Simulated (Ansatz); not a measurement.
Defect migration in bcc Nb: interstitial B, neutral cell. The step: a concerted move, in which B travels most; the atom moves 1.65 Å along (0.00, 0.00, -0.50) of the unit cell; the moving atom starts with neighbours 2 Nb at 2.10, 4 Nb at 2.29 Å and ends with 2 Nb at 2.10, 4 Nb at 2.29 Å. A PBE band in Ansatz (plane-wave PAW, a 2×2×3 k-point mesh shifted by half a step, 36 host sites, 33 SCF runs with any check of the saddle's order, static, no finite-size correction) gives a forward barrier of 0.91 eV. The saddle point's order was not checked, and it lies on a symmetry element of the cell, where a band can be held. Sites that were not tried may lie lower.

Single points at the band's start and saddle point can refine it. Rough cost of one point, in units of the band's mean SCF on the same machine:

| Level | Cost of one point |
|---|---|
| PBE, a 3×3×4 k-point mesh shifted by half a step | about 2 |
| r2SCAN at 500 eV, a 2×2×3 k-point mesh shifted by half a step | about 2 |

Question: Which of these move the barrier by more than 0.1 eV, and how far does each move it?

Answer: Not one does. PBE, a 3×3×4 k-point mesh shifted by half a step: -0.06 eV; r2SCAN at 500 eV, a 2×2×3 k-point mesh shifted by half a step: -0.01 eV. Each functional is compared with PBE at the same k-points.

Ansatz is an electronic-structure program.
